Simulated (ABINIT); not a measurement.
```
CELL_PARAMETERS angstrom
     -2.46894     3.78884     4.19787
      2.46894    -3.78884     4.19787
      2.46894     3.78884    -4.19787
ATOMIC_POSITIONS crystal
  Ca 0.79133 0.53651 0.26131
  Ca 0.21160 0.46942 0.76469
  Cd 0.61695 0.16801 0.44417
  Cd 0.38535 0.81755 0.53458
  Cd 0.21121 0.15846 0.04193
  Cd 0.78357 0.85006 0.95332
```

Method: LDA (PW92), PAW (JTH v2.0 LDA PAW) (plane waves; ABINIT).

The set-up and first iterations of an ABINIT log for CaCd2 (P1, 6 atoms in the cell):

```
 Symmetries : space group P1 (#  1); Bravais aP (primitive triclinic)

 -outvars: echo values of preprocessed input variables --------
            acell      1.1660247449E+01  1.1660247449E+01  1.1660247449E+01 Bohr
             ecut      2.00000000E+01 Hartree
           enunit           1
              ixc       -1012
         kptrlatt        4    0    0      0    4    0      0    0    4
          kptrlen      3.73248879E+01
            natom           6
            nband          43
            ngfft          48      48      48
          ngfftdg          72      72      72
             nkpt          36
            nstep          50
             nsym           1
           ntypat           2
           occopt           3
        pawecutdg      4.00000000E+01 Hartree
         pawxcdev           0
            rprim     -4.0012967220E-01  6.1404099640E-01  6.8033072850E-01
   [... lines left out ...]
                       6.1694999998E-01  1.6800800000E-01  4.4416799997E-01
                       3.8534700000E-01  8.1754600005E-01  5.3458100005E-01
                       2.1120600000E-01  1.5845800000E-01  4.1931000001E-02
                       7.8356699998E-01  8.5005600006E-01  9.5332100004E-01
            znucl       20.00000   48.00000

== DATASET  1 ==================================================================

 Real(R)+Recip(G) space primitive vectors, cartesian coordinates (Bohr,Bohr^-1):
 R(1)= -4.6656110  7.1598700  7.9328246  G(1)=  0.0000000  0.0698337  0.0630293
 R(2)=  4.6656110 -7.1598700  7.9328246  G(2)=  0.1071671  0.0000000  0.0630293
 R(3)=  4.6656110  7.1598700 -7.9328246  G(3)=  0.1071671  0.0698337  0.0000000
 Unit cell volume ucvol=  1.0599894E+03 bohr^3
 Angles (23,13,12)=  1.32827430E+02  1.04235459E+02  9.42610145E+01 degrees

 Coarse grid specifications (used for wave-functions):

 getcut: wavevector=  0.0000  0.0000  0.0000  ngfft=  48  48  48
         ecut(hartree)=     20.000   => boxcut(ratio)=   2.04514

 Fine grid specifications (used for densities):

 getcut: wavevector=  0.0000  0.0000  0.0000  ngfft=  72  72  72
         ecut(hartree)=     40.000   => boxcut(ratio)=   2.16920

   8.97772249E+03                                ecore*ucvol(ha*bohr**3)

_setup2: Arith. and geom. avg. npw (full set) are    4526.922    4526.910
--- !BeginCycle
solver: {iscf: 17, nstep: 50, nline: 4, wfoptalg: 10, }
tolerances: {toldfe: 1.00E-09, }
...

     iter   Etot(hartree)      deltaE(h)  residm     nres2
 ETOT  1  -264.50453005324    -2.645E+02 3.785E-01 1.284E+01
 ETOT  2  -264.98856973329    -4.840E-01 3.453E-02 3.346E+00
 ETOT  3  -264.97413938032     1.443E-02 1.399E-02 1.224E-01
 ETOT  4  -264.97633224617    -2.193E-03 1.014E-02 4.045E-02
 ETOT  5  -264.97725226373    -9.200E-04 4.952E-03 2.900E-02
```

Task: Will this run converge, and how will it end?

Result: The run converged in 26 iterations. Convergence of the loop says nothing yet on basis, mesh or lower states. It ends on: free energy E − TS -7210.41 eV; Fermi level (on the code's own zero) 5.59 eV; pressure -3.71 GPa; largest force (vector length) 0.335 eV/Å. The log goes on:

```
   [... 17 lines left out ...]
 ETOT 23  -264.97777702850    -2.497E-09 1.050E-04 3.609E-09
 ETOT 24  -264.97777702986    -1.360E-09 8.440E-05 2.385E-10
 ETOT 25  -264.97777703061    -7.477E-10 7.543E-05 2.881E-10
 ETOT 26  -264.97777703102    -4.100E-10 6.000E-05 5.849E-11
 At SCF step   26, etot is converged :
  for the second time, diff in etot=  4.100E-10 < toldfe=  1.000E-09

 Cartesian components of stress tensor (hartree/bohr^3)
  sigma(1 1)=  1.30950967E-04  sigma(3 2)= -3.63700390E-06
  sigma(2 2)=  1.07767511E-04  sigma(3 1)= -1.34638381E-06
  sigma(3 3)=  1.39301530E-04  sigma(2 1)=  6.33859277E-07

 ----iterations are completed or convergence reached----

 reduced coordinates (array xred) for    6 atoms
       0.791329999997      0.536512000013      0.261311999989
       0.211598999976      0.469420000048      0.764687000035
       0.616949999980      0.168008000001      0.444167999974
       0.385347000002      0.817546000049      0.534581000047
       0.211206000005      0.158458000000      0.041931000001
       0.783566999981      0.850056000062      0.953321000039
 cartesian forces (eV/Angstrom) at end:
    1     -0.04006715367168    -0.18549329705389     0.17811266275039
   [... lines left out ...]
 Fermi (or HOMO) energy (eV) =   5.58692   Average Vxc (eV)=  -9.63768
   [... lines left out ...]
local_psp           : -1.98213178997415E+02
internal            : -2.64972801394736E+02
'-kT*entropy'       : -4.97156033592762E-03
total_energy        : -2.64977772955072E+02
total_energy_eV     : -7.21041189424838E+03
...

-Cartesian components of stress tensor (GPa)         [Pressure= -3.7072E+00 GPa]
- sigma(1 1)=  3.85270983E+00  sigma(3 2)= -1.07004331E-01
- sigma(2 2)=  3.17062912E+00  sigma(3 1)= -3.96119727E-02
- sigma(3 3)=  4.09839181E+00  sigma(2 1)=  1.86487806E-02

 Calculation completed.
```

For comparison: a first run was changed to give this one (atoms moved at random), and from it to this one the free energy rises by 8.6 meV/atom, the pressure goes from -3.96 to -3.71 GPa and the largest force goes from 0.038 to 0.335 eV/Å.

The starting cell comes from a database of computed structures (which also holds hypothetical and non-ambient phases and stackings), without a prior relaxation at this level. For this run, on top of that: atoms moved at random. With a pressure of about -4 GPa the cell is away from its equilibrium volume at this level.

The run was DFT, LDA (PW92), plane waves, PAW (JTH v2.0 LDA PAW). Main settings of its input:

| key | value |
|---|---|
| pseudos | [Ca.LDA_PW-JTH.xml, Cd.LDA_PW-JTH.xml] |
| ecut | 40 Ry |
| pawecutdg | 80 Ry |
| pawxcdev | 0 |
| occopt | 3 |
| tsmear | 0.00367493 Ha |
| ngkpt | 4 4 4 |
| nshiftk | 1 |
| shiftk | 0 0 0 |
| potentials | JTH v2.0 LDA PAW |
| nband | 43 |
| kptopt | 1 |
